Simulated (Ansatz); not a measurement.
# Response to strain in Zr

The parent structure is Zr in the hcp (Mg type) structure (space group P6_3/mmc, No. 194; a = 3.1825 Å, c = 5.1235 Å; relaxed with 0.1 eV smearing). Axes: x lies along a and z along c of the hexagonal cell.

Strains are applied to the cell and any free atomic positions relax.

Computed with PBEsol (Ansatz, a quantum-chemistry and plane-wave program; PAW; 420 eV plane waves; no SOC).

Candidates:
(a) uniaxial strain ε_zz = +2.00 %
(b) uniaxial strain ε_zz = +3.00 %
(c) uniaxial strain ε_zz = +1.50 %
(d) uniaxial strain ε_zz = −3.00 %

Notes on the quantities. energy relative to the base: free energy F.

Problem. Order them by energy relative to the base, highest first.

Solution. (d) uniaxial strain ε_zz = −3.00 % (+11 meV/atom), (b) uniaxial strain ε_zz = +3.00 % (+10 meV/atom), (a) uniaxial strain ε_zz = +2.00 % (+4.6 meV/atom), (c) uniaxial strain ε_zz = +1.50 % (+2.6 meV/atom)

Whether these cells are dynamically stable was not tested. All final runs are without spin polarisation.
